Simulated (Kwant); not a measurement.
Device: wire with a row of barriers in a GaN two-dimensional gas. Effective mass 0.22 mₑ, grid spacing 1.7 nm, hard walls, nominal width 40 nm (23 grid rows, so walls 40.8 nm apart), one parabolic valley, scattering region 170 nm long along x; energies count from the band bottom; Fermi energy swept from 0.00085461 to 0.010149 eV. 4 barrier(s) across the wire, height 0.022 eV, thickness 6.8 nm (about 4 grid columns), spaced by 13.6 nm.

Constants are typed, rounded textbook-type inputs, not results; the design itself was drawn at random and stands for no fabricated device.

Computed with Kwant: effective-mass tight-binding model on a square grid, one spin, coherent transport at 0 K. Conductance is in e²/h.

Task: How many channels do the leads carry at E = 3.60, 4.83, 5.94 meV?

Result: The hard-wall thresholds are n² ħ²π²/(2mW²) = n² × 1.03 meV with W = 40.8 nm. √(3.60/1.03) = 1.87, so 1. √(4.83/1.03) = 2.17, so 2. √(5.94/1.03) = 2.41, so 2.
